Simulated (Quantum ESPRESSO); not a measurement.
Worked example: self-consistent single point of CrO₂ (P4_2/mnm, 6 atoms in the cell) in Quantum ESPRESSO.

Computed with PBE, PseudoDojo standard norm-conserving (PBE) pseudopotentials (plane waves; Quantum ESPRESSO).

The change in words: lattice scaled by 0.98. Reference geometry:
```xyz
6
Lattice="4.4515 0.0000 0.0000 0.0000 4.4515 0.0000 0.0000 0.0000 2.9419" Properties=species:S:1:pos:R:3 pbc="T T T"
Cr     0.0000     0.0000     1.4709
Cr     2.2258     2.2258     0.0000
O      0.8781     0.8781     0.0000
O      3.5734     3.5734     0.0000
O      1.3477     3.1039     1.4709
O      3.1039     1.3477     1.4709
```
Moments meant for the start (each program seeds them in its own way; μB, in the order of the atoms Cr Cr O O O O): 3.0 3.0 0.0 0.0 0.0 0.0.

Reference input (self-consistent single point, DFT, PBE, plane waves, PseudoDojo standard norm-conserving (PBE) pseudopotentials): ecutwfc = 95 Ry; occupations = smearing; smearing = fermi-dirac; degauss = 0.0073499 Ry; nspin = 2; potentials = {Cr: Cr.upf, O: O.upf}; K_POINTS = automatic 5 5 7 0 0 0; conv_thr = 1e-10 Ry; mixing_beta = 0.3. This run's input differs from it in these lines:

```diff
@@ -10,4 +10,4 @@
    ibrav = 6
-   A = 4.4515180000
-   C = 2.9418630000
+   A = 4.3624880000
+   C = 2.8830260000
    nat = 6
@@ -29,8 +29,8 @@
 ATOMIC_POSITIONS {bohr}
-Cr    0.0000000000    0.0000000000    2.7796576831
-Cr    4.2060749294    4.2060749294    0.0000000000
-O     1.6593806812    1.6593806812    0.0000000000
-O     6.7527691777    6.7527691777    0.0000000000
-O     2.5466942483    5.8654556106    2.7796576831
-O     5.8654556106    2.5466942483    2.7796576831
+Cr    0.0000000000    0.0000000000    2.7240647751
+Cr    4.1219537710    4.1219537710    0.0000000000
+O     1.6261932017    1.6261932017    0.0000000000
+O     6.6177143402    6.6177143402    0.0000000000
+O     2.4957605692    5.7481469727    2.7240647751
+O     5.7481469727    2.4957605692    2.7240647751
 K_POINTS {automatic}
```

The program printed (abridged):

```
     Self-consistent Calculation

     iteration #  1     ecut=    95.00 Ry     beta= 0.30

     total energy              =    -487.48254512 Ry
     estimated scf accuracy    <       4.81312825 Ry

     total magnetization       =     4.00 Bohr mag/cell
     absolute magnetization    =     4.10 Bohr mag/cell

     iteration #  2     ecut=    95.00 Ry     beta= 0.30

     total energy              =    -488.39810247 Ry
     estimated scf accuracy    <       0.23062337 Ry

     total magnetization       =     4.02 Bohr mag/cell
     absolute magnetization    =     4.81 Bohr mag/cell

     iteration #  3     ecut=    95.00 Ry     beta= 0.30

   [... lines left out ...]
     estimated scf accuracy    <          1.0E-09 Ry

     total magnetization       =     4.00 Bohr mag/cell
     absolute magnetization    =     4.62 Bohr mag/cell

     iteration # 20     ecut=    95.00 Ry     beta= 0.30

     Magnetic moment per site  (integrated on atomic sphere of radius R)
     atom   1 (R=0.177)  charge= 10.4915  magn=  1.7191
     atom   2 (R=0.177)  charge= 10.4915  magn=  1.7191
     atom   3 (R=0.177)  charge=  5.2297  magn= -0.0650
     atom   4 (R=0.177)  charge=  5.2297  magn= -0.0650
     atom   5 (R=0.177)  charge=  5.2297  magn= -0.0650
     atom   6 (R=0.177)  charge=  5.2297  magn= -0.0650
     End of self-consistent calculation

     the Fermi energy is    11.6001 ev

!    total energy              =    -488.53134173 Ry
     estimated scf accuracy    <          3.4E-11 Ry
     smearing contrib. (-TS)   =      -0.00395112 Ry
     internal energy E=F+TS    =    -488.52739061 Ry

     total magnetization       =     4.00 Bohr mag/cell
     absolute magnetization    =     4.62 Bohr mag/cell

     convergence has been achieved in  20 iterations

     Forces acting on atoms (cartesian axes, Ry/au):

     atom    1 type  1   force =     0.00000000    0.00000000    0.00000000
     atom    2 type  1   force =     0.00000000    0.00000000    0.00000000
     atom    3 type  2   force =     0.00092815    0.00092815   -0.00000000
     atom    4 type  2   force =    -0.00092815   -0.00092815    0.00000000
   [... lines left out ...]

     Total force =     0.002625     Total SCF correction =     0.000001

          total   stress  (Ry/bohr**3)                   (kbar)     P=      129.94
   0.00086534   0.00000000   0.00000000          127.30        0.00        0.00
   0.00000000   0.00086534   0.00000000            0.00      127.30        0.00
   0.00000000   0.00000000   0.00091931            0.00        0.00      135.24

   JOB DONE.
```

The run converged in 20 iterations. Against the reference run the free energy rises by 16.5 meV/atom, the pressure goes from -2.90 to 12.99 GPa, the largest force goes from 0.131 to 0.034 eV/Å and the size of the net moment stays at 0.67 μB/atom. The full log also holds: “c_bands:  1 eigenvalues not converged”.

The starting cell comes from a database of computed structures (which also holds hypothetical and non-ambient phases and stackings), without a prior relaxation at this level. Its lattice was rescaled by a random factor within 2.5 % of one. For this run, on top of that: lattice scaled by 0.98. The magnetic order is the one reached from the typed start; others were not searched systematically. With a pressure of about 13 GPa the cell is away from its equilibrium volume at this level.

Cost on one core of a shared machine: roughly 6 min.
